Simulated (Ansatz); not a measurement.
The parent structure is Ti3Al (space group P6_3/mmc, No. 194; a = 5.7556 Å, c = 4.6550 Å).

(Cell as relaxed with PBE.)

Levels (all Ansatz, an electronic-structure program, PAW): PBE (420 eV, no SOC); r2SCAN (500 eV, no spin-orbit coupling).

Each level relaxes its own structure.

| base | PBE | r2SCAN |
|---|---|---|
| volume per atom | 16.69 Å³ | 16.56 Å³ |
| lattice parameter a | 5.756 Å | 5.747 Å |
| band gap | zero | zero |

One thing is altered: full substitution Al → B; the structure is relaxed again.

```tsv
quantity	PBE	r2SCAN
shortest interatomic distance	2.533 Å	(withheld)
band gap	zero	(withheld)
c/a ratio	0.798	(withheld)
```

Task: Given the PBE results, estimate those of r2SCAN.

Result: 
- shortest interatomic distance, r2SCAN: 2.521 Å
- band gap, r2SCAN: zero
- c/a ratio, r2SCAN: 0.796

PBE's shortest interatomic distance lies 0.012 Å above r2SCAN's (0.5 %); the two agree on the band gap. Neither level is exact; r2SCAN is the comparison here, not a measurement.

Whether these cells are dynamically stable was not tested. As relaxed here, Ti3B is a hypothetical phase, not in the database extracts checked. All final runs are without spin polarisation.
